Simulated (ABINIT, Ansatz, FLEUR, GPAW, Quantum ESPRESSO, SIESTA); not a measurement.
## YMg6Ga (Amm2, 8 atoms in the cell) computed with different codes at matched settings

Self-consistent single point, at a second geometry (lattice scaled by 0.98). First geometry:

```yaml
crystal:
  lattice:
    - [5.05190, 0.00000, 0.00000]
    - [0.00000, 3.33935, 5.75643]
    - [0.00000, -3.33935, 5.75643]
  atoms:
    - { symbol: Y, position: [0.50000, 0.32495, 0.32495] }
    - { symbol: Mg, position: [0.50000, 0.83793, 0.32497] }
    - { symbol: Mg, position: [0.50000, 0.32497, 0.83793] }
    - { symbol: Mg, position: [0.50000, 0.83579, 0.83579] }
    - { symbol: Mg, position: [0.00000, 0.67715, 0.16171] }
    - { symbol: Mg, position: [0.00000, 0.16171, 0.67715] }
    - { symbol: Mg, position: [0.00000, 0.66745, 0.66745] }
    - { symbol: Ga, position: [0.00000, 0.17005, 0.17005] }
```

Shared settings, as Ansatz (a first-principles code) writes them: kpoints.mp_grid.grid = 4 3 3; scf.occupations.method = fermi_dirac; scf.occupations.width = 0.1 eV. Potentials and cutoffs stand in the table.

| code | model | ΔF from the first geometry (meV/atom) | pressure (GPa) | largest force (eV/Å) | cutoff |
|---|---|---|---|---|---|
| Ansatz | LDA (PW92), PAW files made with PBE | -27.0 | -2.00 | 0.151 | default |
| GPAW | LDA (Perdew-Wang 92), GPAW PAW datasets LDA (gpaw-data 1.0.1) | -26.8 | -1.96 | 0.149 | 850 eV |
| SIESTA | LDA PW92, numerical atomic orbitals DZP, PseudoDojo LDA standard norm-conserving potentials (rewritten from UPF to PSML) | -18.9 | -0.84 | 0.145 | grid 300 Ry |
| Quantum ESPRESSO | LDA (PW92), PseudoDojo standard norm-conserving (LDA) pseudopotentials | -26.5 | -1.95 | 0.155 | 85 Ry |
| ABINIT | LDA (PW92), PAW (JTH v2.0 LDA PAW) | -26.5 | -2.11 | 0.153 | 40 Ry |
| FLEUR | LDA (Perdew-Zunger), all-electron FLAPW (FLEUR), scalar-relativistic valence | -26.6 | – | – | Kmax 3.8 1/bohr |

Size of the force on each atom (eV/Å): Sizes of forces hide their directions.

```
code                 Y1    Mg2    Mg3    Mg4    Mg5    Mg6    Mg7    Ga8
----------------  -----  -----  -----  -----  -----  -----  -----  -----
Ansatz            0.151  0.033  0.033  0.062  0.077  0.077  0.036  0.093
GPAW              0.149  0.031  0.031  0.066  0.074  0.074  0.035  0.100
SIESTA            0.108  0.087  0.087  0.145  0.076  0.076  0.020  0.126
Quantum ESPRESSO  0.155  0.032  0.032  0.063  0.077  0.077  0.035  0.097
ABINIT            0.153  0.032  0.032  0.060  0.076  0.076  0.034  0.095
```

A dash marks a value that a program does not give, or that is left out as unsure.

The spread over the programs that give each value: ΔF from the first geometry within 8.1 meV/atom; pressure within 1.27 GPa; largest force within 0.010 eV/Å.

SIESTA uses small atom-centred bases, whose incompleteness enters pressures, forces and empty levels differently from a plane-wave cutoff. FLEUR treats all electrons, but the usual bases taken here (sphere radii, linearisation, local orbitals, empty states) were not tested for convergence, so the values are no reference for the others. Ansatz's pressure is given at a fixed set of plane waves, as the other plane-wave codes print theirs. In the pressure, SIESTA (by 1.14) lies more than 1 GPa from the median of the plane-wave programs. In the force vectors, SIESTA (by 0.105) lies more than 0.08 eV/Å from the median of the plane-wave programs.

The starting cell comes from a database of computed structures (which also holds hypothetical and non-ambient phases and stackings), without a prior relaxation at this level. Its lattice was rescaled by a random factor within 2.5 % of one. For this run, on top of that: lattice scaled by 0.98.

Left out of this page: CP2K (unsound by tests on forces, stress, charge or solver warnings).

Keys are those of Ansatz 0.2.
